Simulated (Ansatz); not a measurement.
The parent structure is Ga₂O₃ in the corundum structure (space group R-3c, No. 167; a = 4.985 Å, c = 13.441 Å (hexagonal axes)).

All numbers come from r2SCAN in Ansatz (plane waves to 500 eV, PAW, without spin-orbit coupling), earlier PAW set.

Before the change:

| Quantity | Result |
|---|---|
| Space group | R-3c (No. 167) |
| Volume per atom | 9.64 Å³ |

Modification: F takes the place of O on all its sites; the structure is relaxed again.

Q: How does this affect the space group?

A: The space group goes from R-3c (No. 167) to R-3m (No. 166).

Q: What happens to the volume per atom?

A: The volume per atom goes up by 4.73 Å³ to 14.37 Å³.

No phonon test of stability was made. As relaxed here, Ga2F3 is a hypothetical phase, not in the database extracts checked. The final runs are not spin-polarised. An odd electron count without spin: Ga2F3.

Ansatz is a quantum-chemistry and plane-wave program.
